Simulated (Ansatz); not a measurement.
**B4C, pressure series**

Start from B4C (space group Cm, No. 8; a = 8.7426 Å, b = 5.5797 Å, c = 5.0276 Å, α = 90.00°, β = 118.74°, γ = 90.00°; a cell from a computed database, its experimental status unchecked).

Cell and atoms are relaxed at each pressure.

Level of theory: PBEsol, PAW, 420 eV (Ansatz, a first-principles code; no SOC).

| P (GPa) | V (Å³/atom) |
|---|---|
| -1.99 | 7.228 |
| -0.99 | 7.197 |
| 0.29 | 7.159 |
| 0.69 | 7.148 |
| 1.50 | 7.124 |
| 3.00 | 7.082 |
| 5.00 | 7.027 |
| 7.50 | 6.961 |
| 10.00 | 6.898 |

A third-order Birch–Murnaghan fit to these points gives V₀ = 7.17 Å³/atom, B₀ = 243 GPa and B₀′ = 3.4. At pressure 10 GPa the volume is 96.2 % of V₀.

Between the base and pressure 10 GPa the gap moves from 2.82 eV to 2.79 eV, a mean slope of -3.0 meV/GPa.

Load acts through the strain it causes; cell and atoms are relaxed under it. Stability against distortions was not tested. Competing high-pressure phases were not computed.
